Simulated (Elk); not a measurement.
Band structure of Ba3P2 (Pm-3m, 5 atoms in the cell).

```
Ba3P2
1.0
    6.04929     0.00000     0.00000
    0.00000     6.04929     0.00000
    0.00000     0.00000     6.04929
Ba P
3 2
Cartesian
  0.00000   3.02465   3.02465
  3.02465   0.00000   3.02465
  3.02465   3.02465   0.00000
  0.00000   0.00000   0.00000
  3.02465   3.02465   3.02465
```

Computed with PBEsol, all-electron FP-LAPW, Elk's shipped species files, APW+lo basis with extra local orbitals run with Elk 10.2.4.

Settings: xctype = 22; rgkmax = 8; stype = 0; swidth = 0.00734986 Ha; ngridk = 3 3 3; gmaxvr = 16 1/bohr; nxlo = 2; lorbcnd = true; lmaxi = 2.

The starting cell comes from a database of computed structures (which also holds hypothetical and non-ambient phases and stackings), without a prior relaxation at this level. Values depend on the basis (sphere radii, cutoffs, local orbitals), which need not be converged. The run gives no clean gap (levels at the Fermi energy touch, overlap or are partly filled at this smearing), which alone does not show that the compound is a metal.

Levels in eV from the Fermi level, bands 32 to 39:
```json
[
 {"point": "Γ", "32": "-0.54", "33": "-0.11", "34": "-0.11", "35": "-0.11", "36": "-0.05", "37": "0.47", "38": "0.47", "39": "0.47"},
 {"point": "X", "32": "-0.76", "33": "-0.76", "34": "-0.60", "35": "-0.60", "36": "0.70", "37": "1.20", "38": "1.56", "39": "2.00"},
 {"point": "M", "32": "-1.06", "33": "-0.92", "34": "-0.92", "35": "-0.75", "36": "1.76", "37": "1.76", "38": "2.14", "39": "2.18"},
 {"point": "R", "32": "-2.71", "33": "-0.59", "34": "-0.59", "35": "-0.59", "36": "1.41", "37": "1.71", "38": "1.71", "39": "1.71"}
]
```

Bands cross the Fermi level along this path, so the cell is metallic at this level.
